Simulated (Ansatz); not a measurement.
TiAl: biaxial strain −0.52 %, plane normal [001], relaxed out of plane

Consider TiAl (space group P4/mmm, No. 123; a = 2.813 Å, c = 4.058 Å). Axes: x, y, z lie along a, b, c of the conventional cell.

It is then changed as follows: biaxial strain −0.52 %, plane normal [001], relaxed out of plane (Cartesian); in-plane vectors clamped, the third vector and the atoms free.

Computed with r2SCAN/PAW in Ansatz (a first-principles code), scalar-relativistic without spin-orbit coupling. k-mesh 16×16×12 (Γ-centred); smearing 0.05 eV (Fermi–Dirac).

| quantity | base | changed | shift |
|---|---|---|---|
| volume per atom | 16.06 Å³ | 15.97 Å³ | -0.09 Å³ |
| space group | P4/mmm (No. 123) | P4/mmm (No. 123) | – |
| shortest interatomic distance | 2.813 Å | 2.798 Å | -0.015 Å |
| pressure (mean of the normal stresses, compression positive) | 0.0 GPa | 0.7 GPa | +0.7 GPa |
| band gap | zero | zero | – |
| out-of-plane strain (rough) | – | +0.49 % | – |

Final structure (turned so that z lies along the plane normal):

```
CELL_PARAMETERS angstrom
      2.79829     0.00000     0.00000
      0.00000     2.79829     0.00000
      0.00000     0.00000     4.07835
ATOMIC_POSITIONS crystal
  Al 0.50000 0.50000 0.50000
  Ti 0.00000 0.00000 0.00000
```

Without a gap, meshes like the base's 16×16×12 leave anisotropic stresses uncertain by several tenths of a GPa, and small strain energies with them. No phonon test of stability was made. All final runs are without spin polarisation.
